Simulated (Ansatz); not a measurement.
Results of PBE0 in Ansatz (PAW) for 1T (CdI2-type) CaI2.

Excerpt of the program's output:

```
WARN output.stress: scf.exx.energy_threshold = 1e-6 eV is looser than the 3e-8 eV advised for a stress under a hybrid functional (1e-8 eV for each atom of the …
Crystal: 3 atoms, lattice volume = 120.863 Å³
Basis set: ecut = 460 eV, 2707 PW (Γ), exchange–correlation on 64×64×100 points (8 copies of the dense FFT grid, shifted against one another)
Bands: 27, of which v1, the nominal top of the filled ones, is band 22 counted from 1 (21 counted from 0)
Symmetry: 12 space group operations
Space group: P-3m1 (ITA 164), of the structure as read, at distance tolerance 4.9e-5 Å
k-points: 24 of 144
Initial density: superposition of atomic densities (chi_scale 0.1, normalization cell, long waves kept (reshape's long-wave potential 0.12 eV rms))
Functional: x = pbe(κ = 0.804, μ = 0.2195149727645171), c = pbe(β = 0.06672455060314922), warm-up for x = 0.75 pbe(κ = 0.804, μ = 0.2195149727645171) + 0.25 exact, c = pbe(β = 0.06672455060314922)
SCF iter   1: F=—  HF=-16852.425534 eV  |F-HF|=—  |Δ(HF+E_count)|=         —  Δρ=7.88e-2  dr2=2.73e1
SCF iter   2: F=—  HF=-16853.683312 eV  |F-HF|=—  |Δ(HF+E_count)|=    1.26e0  Δρ=5.69e-2  dr2=1.84e1
  ...
Crystal: 3 atoms, lattice volume = 120.863 Å³
Initial density: handed on by an earlier stage of this run
Functional: x = 0.75 pbe(κ = 0.804, μ = 0.2195149727645171) + 0.25 exact, c = pbe(β = 0.06672455060314922)
Crystal: 3 atoms, lattice volume = 120.863 Å³
SCF 3 converged in 6 iterations: F = -16856.736096 eV  dr2 = 6.70e-11
Crystal: 3 atoms, lattice volume = 120.863 Å³
SCF iter   1: F=—  HF=-16856.736096 eV  |F-HF|=—  |Δ(HF+E_count)|=         —  Δρ=7.58e-7  dr2=6.39e-10
SCF iter   2: F=-16856.736096 eV  HF=-16856.736096 eV  |F-HF|=3.64e-12  |Δ(HF+E_count)|=  1.38e-10  Δρ=1.95e-7  dr2=5.79e-11
SCF 4 converged in 2 iterations: F = -16856.736096 eV  dr2 = 5.79e-11
Free energy (F): -16856.736096 eV
Internal energy: -16856.736096 eV  (E = F + TS)
E sigma→0 (E₀):  -16856.736096 eV
Fermi energy:    5.860783 eV
--- Forces (eV/Å), atoms counted from 1 ---
  atom   1  Ca     0.00000000     0.00000000     0.00000000
  atom   2  I      0.00000000    -0.00000000     0.08647202
  atom   3  I      0.00000000     0.00000000    -0.08647202
--- Stress (GPa, compression-positive) ---
        1.243932       0.000000       0.000000
        0.000000       1.243932       0.000000
        0.000000       0.000000       1.020559
  P = ⅓ Tr σ = 1.1695 GPa (11.695 kbar)
```

**Question.** Write an input file that could have produced this run (the log leaves some choices open).

**Answer.** One answer among several that fit: 
Ansatz 0.2 input:
```yaml
crystal:
  lattice:
    - [4.4350195036, 0.0, 0.0]
    - [-2.2175097518, 3.8408395564, 0.0]
    - [0.0, 0.0, 7.0953048018]
  atoms:
    - { symbol: Ca, position: [0.0, 0.0, 0.0] }
    - { symbol: I, position: [0.3333333333, 0.6666666667, 0.2481865398] }
    - { symbol: I, position: [0.6666666667, 0.3333333333, 0.7518134602] }
basis:
  ecutwfc: 460
  ecutrho_ratio: 4
  xc_grid: 2
kpoints:
  mp_grid: { grid: [6, 6, 4] }
hamiltonian:
  xc: pbe0
  dispersion: none
  pseudopotentials: { azcp: { folder: ./paw }, kind: paw }
scf:
  occupations: { method: fermi_dirac, width: 0.01 }
  convergence: { dr2_threshold: 0.0000000003 }
output:
  forces: true
  stress: true
  eigenvalues: true
```

The PAW data were made under PBE.

Note: the cell comes from a level without a dispersion term, which matters for the spacing of layers, chains or molecules. Note: cell and atoms aren't relaxed at this level (largest force component 0.09 eV/Å, pressure 1.2 GPa). Note: the cell has widely spaced layers and the level no dispersion term, so their spacing and the moduli can rest on weak binding.

Ansatz is an electronic-structure program.
